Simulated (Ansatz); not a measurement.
Consider Ca in the fcc (Cu type) structure (space group Fm-3m, No. 225; a = 5.568 Å). Axes: x, y, z lie along the cube axes.

Level of theory: r2SCAN, PAW, 500 eV (Ansatz, a quantum-chemistry and plane-wave program; no spin-orbit coupling).

Before the change:

- Shortest interatomic distance = 393.7 pm

One thing is altered: a free-standing slab of 3 layers (3 atoms, 1 a layer) is cut normal to [111], with 15 Å of vacuum and the in-plane cell held at bulk.

Problem. How does this affect the shortest interatomic distance?

Solution. The shortest interatomic distance falls by 6.48 pm to 387.3 pm.

Problem. What does the calculation give for the excess energy per area of both faces after the change?

Solution. The excess energy per area of both faces (slab less bulk energy over the cell's area: twice a surface energy) is 1.01 J/m² (uncertain by up to 0.04 J/m²).

Problem. What happens to the change of the spacing d12 from its bulk value of 3.215 Å?

Solution. The change of the spacing d12 from its bulk value of 3.215 Å amounts to -2.5 %.

The excess energy carries the mismatch between the slab's and the bulk's meshes. No phonon test of stability was made.
